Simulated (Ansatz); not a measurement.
Effect of biaxial strain −1.00 %, plane normal [001], relaxed out of plane on Sc

Start from Sc in the hcp (Mg type) structure (space group P6_3/mmc, No. 194; a = 3.2754 Å, c = 5.1051 Å; relaxed with 0.1 eV smearing). Axes: x lies along a and z along c of the hexagonal cell.

Modification: biaxial strain −1.00 %, plane normal [001], relaxed out of plane (Cartesian); in-plane vectors clamped, the third vector and the atoms free.

Method: plane-wave PAW DFT at the PBEsol level (Ansatz, a program for electronic structure, 420 eV), no spin-orbit coupling. Settings: 20×20×11 k-points, 0.1 eV Fermi–Dirac smearing, for the changed cell.

The volume per atom shrinks by 0.33 Å³, from 23.71 Å³ to 23.38 Å³ and the space group stays P6_3/mmc (No. 194). The shortest interatomic distance stays essentially unchanged (3.177 Å against 3.178 Å) and the pressure (mean of the normal stresses, compression positive) goes from zero to 0.9 GPa. The band gap remains zero and the out-of-plane strain is +0.59 %.

Final structure (turned so that z lies along the plane normal):

```xyz
2
Lattice="3.2426 0.0000 0.0000 1.6213 2.8082 0.0000 0.0000 0.0000 5.1354" Properties=species:S:1:pos:R:3 pbc="T T T"
Sc     3.2426     1.8721     1.2839
Sc     1.6213     0.9361     3.8516
```

No phonon test of stability was made. The final runs are not spin-polarised.
